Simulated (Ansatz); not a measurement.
System: WO₃ (P-42₁m, No. 113, 16 atoms in the cell; start mp-2235359; a measured phase of this formula has another space group). Method: LDA in Ansatz (PAW).

Numerical settings: plane-wave cutoff 520 eV, 6×6×10 k mesh (along the axes of the cell as run), Fermi–Dirac smearing 0.01 eV, no spin polarisation, scalar-relativistic PAW data made under PBE.

Cell (relaxed at this level):

```
WO3
1.0
    7.52012     0.00000     0.00000
    0.00000     7.52012     0.00000
    0.00000     0.00000     3.83882
W O
4 12
Direct
  0.73244   0.23244   0.05358
  0.23244   0.26756   0.94642
  0.26756   0.76756   0.05358
  0.76756   0.73244   0.94642
  0.74434   0.24434   0.51375
  0.24434   0.25566   0.48625
  0.25566   0.75566   0.51375
  0.75566   0.74434   0.48625
  0.50633   0.75072   0.00371
  0.75072   0.49367   0.99629
  0.49367   0.24928   0.00371
  0.24928   0.50633   0.99629
  0.00633   0.74928   0.99629
  0.25072   0.00633   0.00371
  0.99367   0.25072   0.99629
  0.74928   0.99367   0.00371
```

Question: What does this level give for the band gap and smallest direct gap on the k points sampled?

Answer: 
* **band gap**: 1.09 eV
* **smallest direct gap on the k points sampled**: 1.09 eV

Spin–orbit coupling is not included.

It cost roughly 90 core-seconds of CPU time.

A start named mp-… is a Materials Project structure, which need not be a measured phase.

Ansatz is a first-principles code.
